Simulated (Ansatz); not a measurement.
**Rh₂O₃ (Pbcn, No. 60; cell taken from a computed entry)**

Method: PBEsol (PAW; Ansatz, an electronic-structure program).

Settings: plane-wave cutoff 500 eV, 6×8×8 k mesh (along the axes of the cell as run), gaussian smearing 0.02 eV, no spin polarisation, scalar-relativistic PAW data made under PBE.

Cell (relaxed at this level):

```cif
data_O12Rh8
_chemical_formula_sum 'Rh8 O12'
_space_group_name_H-M_alt 'Pbcn'
_space_group_IT_number 60
_space_group_name_Hall '-P 2n 2ab'
_cell_length_a 7.22545
_cell_length_b 5.16338
_cell_length_c 5.34958
_cell_angle_alpha 90.000
_cell_angle_beta 90.000
_cell_angle_gamma 90.000
loop_
_space_group_symop_operation_xyz
  'x, y, z'
  '-x, -y, -z'
  '-x+1/2, -y+1/2, z+1/2'
  'x+1/2, y+1/2, -z+1/2'
  'x+1/2, -y+1/2, -z'
  '-x+1/2, y+1/2, z'
  '-x, y, -z+1/2'
  'x, -y, z+1/2'
loop_
_atom_site_label
_atom_site_type_symbol
_atom_site_symmetry_multiplicity
_atom_site_Wyckoff_symbol
_atom_site_fract_x
_atom_site_fract_y
_atom_site_fract_z
_atom_site_occupancy
Rh1 Rh 8 d 0.39274 0.24982 0.03028 1
O1 O 4 c 0.00000 0.04962 0.25000 1
O2 O 8 d 0.34861 0.10682 0.38717 1
```

- band gap = 0.56 eV (on the SCF k mesh)

Note: the relaxation could not lower the start's symmetry, so the cell can be a saddle point above a distorted one.

Spin–orbit coupling is not included.

Static lattice: no zero-point or thermal effects.
